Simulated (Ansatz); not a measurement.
**SrAlO2F (model structure, started from the SrVO2H type, P4/mmm, No. 123, 5 atoms in the cell)**

Level of theory: r²SCAN+SOC in Ansatz (plane waves, PAW).

Run with plane-wave cutoff 560 eV, 10×10×10 k mesh, Fermi–Dirac smearing 0.01 eV, PAW data made under PBE.

Cell (relaxed with PBEsol):

```xyz
5
Lattice="3.7760 0.0000 0.0000 0.0000 3.7760 0.0000 0.0000 0.0000 3.8126" Properties=species:S:1:pos:R:3 pbc="T T T"
Sr     1.8880     1.8880     1.9063
Al     0.0000     0.0000     0.0000
O      1.8880     0.0000     0.0000
O      0.0000     1.8880     0.0000
F      0.0000     0.0000     1.9063
```

For SrAlO2F (model structure, started from the SrVO2H type, P4/mmm, No. 123, 5 atoms in the cell), the band gap comes out as 4.38 eV (indirect), the smallest direct gap on the k points sampled comes out as 5.23 eV and the direct gap at Γ comes out as 5.27 eV.

Note: the relaxation could raise the start's symmetry but not lower it, so the cell can be a saddle point; cell and atoms aren't relaxed at this level (pressure 0.6 GPa).

Computed values are for the static lattice.

A model structure was made by putting elements into a prototype or built by hand; it is no filed structure, need not be a known phase, and can be a saddle point held by its symmetry.

Ansatz is a program for electronic structure.
